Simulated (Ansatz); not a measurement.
Effect of uniaxial strain ε_yy = −1.31 % on Ti3Al

Base system: Ti$_{3}$Al (space group P6_3/mmc, No. 194; a = 5.7474 Å, c = 4.6319 Å). Axes: x lies along a and z along c of the hexagonal cell.

One thing is altered: the cell is compressed by 1.31 % along y with no lateral relaxation; the atoms relax in the strained cell.

Calculations: r2SCAN in Ansatz (plane waves to 500 eV, PAW, scalar-relativistic without spin-orbit coupling), earlier PAW set. Γ-centred 10×10×10 mesh, Fermi–Dirac width 0.05 eV.

| quantity | base | changed | shift |
|---|---|---|---|
| volume per atom | 16.56 Å³ | 16.35 Å³ | -0.217 Å³ |
| space group | P6_3/mmc (No. 194) | Cmcm (No. 63) | – |
| shortest interatomic distance | 2.813 Å | 2.791 Å | -0.022 Å |
| energy relative to the base (free energy F) | 0 meV/atom | +1.8 meV/atom | +1.8 meV/atom |
| band gap | zero | zero | – |
| largest internal atomic displacement | – | 0.018 Å | – |
| stress (xx, yy, zz, yz, xz, xy; compression positive) (rough) | – | (1.2, 2.7, 0.9, 0.0, 0.0, 0.0) GPa | – |

Final structure:

```
CELL_PARAMETERS angstrom
      5.74737     0.00000     0.00000
     -2.87369     4.91217     0.00000
      0.00000     0.00000     4.63190
ATOMIC_POSITIONS crystal
  Ti 0.83162 0.66323 0.25000
  Ti 0.17049 0.82830 0.75000
  Ti 0.34219 0.17170 0.25000
  Ti 0.16838 0.33677 0.75000
  Ti 0.82951 0.17170 0.25000
  Ti 0.65781 0.82830 0.75000
  Al 0.33325 0.66650 0.25000
  Al 0.66675 0.33350 0.75000
```

Without a gap, meshes like the base's 10×10×10 leave anisotropic stresses uncertain by several tenths of a GPa, and small strain energies with them. No phonon test of stability was made. The final runs are not spin-polarised.

Ansatz is a program for electronic structure.
